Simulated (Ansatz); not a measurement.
**Pressure series in Sc**

The parent structure is Sc in the hcp (Mg type) structure (space group P6_3/mmc, No. 194; a = 3.319 Å, c = 5.166 Å).

Cell and atoms are relaxed at each pressure.

All numbers come from Ansatz (a first-principles code), PBE, PAW, cutoff 420 eV, no SOC.

Two rows of this table had their results exchanged by mistake.

```tsv
pressure	volume per atom (Å³)	shortest distance (Å)	band gap
pressure −2 GPa	25.64	3.260	zero
pressure −1 GPa	25.12	3.237	zero
pressure 0.3 GPa	24.51	3.210	zero
pressure 0.7 GPa	21.98	3.091	zero
pressure 1.5 GPa	24.01	3.187	zero
pressure 3 GPa	23.43	3.160	zero
pressure 5 GPa	22.74	3.128	zero
pressure 7.5 GPa	24.34	3.202	zero
pressure 10 GPa	21.31	3.057	zero
```

Task: Which two?

Result: The rows for pressure 0.7 GPa and pressure 7.5 GPa: the volume has to fall steadily with pressure, so 24.34 Å³ belongs to pressure 0.7 GPa and 21.98 Å³ to pressure 7.5 GPa.

Load acts through the strain it causes; cell and atoms are relaxed under it. Stability against distortions was not tested. Competing high-pressure phases were not computed. All final runs are without spin polarisation.
